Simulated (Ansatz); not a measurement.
Levels about the gap of amorphous Ti₂₀O₄₅Nb₂ (67 atoms in a cell of 831 Å³, 3.72 g/cm³; zone centre alone, so wide bands show as single levels with stretches between that a denser mesh fills), at the geometry that PBE relaxed, where it gives 2.5 GPa on a denser mesh. The participation number counts the atoms over which a state spreads; weights are charges in smoothed Voronoi cells. The levels come from a single point, so bond lengths are those of that geometry. Method of the levels: PBE, scalar-relativistic without spin-orbit coupling (Ansatz, an electronic-structure program). Sampling: the zone centre alone; Fermi-Dirac width 0.02 eV; no spin polarisation. At PBE the levels at the filled edge of the gap are localised (band-tail or defect states).

Preparation: random packing, a CHGNet melt and quench, and a DFT relaxation. O atoms were pushed apart under 1.9 Å during the dynamics, to hinder bonds among them. The hot cell started wider than the set density and was brought back towards it in steps. It is the lowest in DFT energy of 2 quenches. It is a model cell: composition and starting density were chosen by hand, and all elements were melted together. No dispersion term was used. Its density started from a set value of 3.72 and ended at 3.72 g/cm³. The simulated quench (nominally 360 K/ps over its main leg) is rapid and tends to freeze in more defects than a deposited or slowly cooled glass has. Values belong to this one cell and scatter from quench to quench. The volume was held where the preparation left it, at a PBE pressure of 2.5 GPa. Stress components on the final sampling reach 3.9 GPa. Cycles of charging lowered its energy after that relaxation.

```tsv
E - E(highest filled), eV	filling	participation number	largest on	weight O	weight Ti	weight Nb
-0.38	filled	22.5	O, 2 neighbours	0.93	0.07	0.00
-0.35	filled	26.0	O, 3 neighbours	0.92	0.07	0.01
-0.28	filled	21.0	O, 3 neighbours	0.92	0.07	0.00
-0.24	filled	22.1	O, 2 neighbours	0.92	0.07	0.01
-0.16	filled	21.4	O, 2 neighbours	0.92	0.07	0.00
-0.11	filled	17.7	O, 2 neighbours	0.92	0.08	0.00
0.00	filled	8.2	O, 2 neighbours	0.94	0.06	0.00
2.58	empty	9.8	Ti, 6 neighbours	0.20	0.78	0.02
2.70	empty	19.5	Ti, 6 neighbours	0.20	0.72	0.08
2.81	empty	16.9	Ti, 6 neighbours	0.19	0.79	0.02
2.82	empty	15.0	Ti, 6 neighbours	0.19	0.75	0.06
2.89	empty	11.6	Ti, 6 neighbours	0.19	0.78	0.03
2.95	empty	19.0	Ti, 6 neighbours	0.19	0.77	0.04
2.97	empty	17.8	Ti, 6 neighbours	0.22	0.73	0.05
```

Most localised among these is the filled level at +0.00 eV, on a O atom, which has 2 neighbours (Ti 1.83 Å, Ti 1.86 Å).
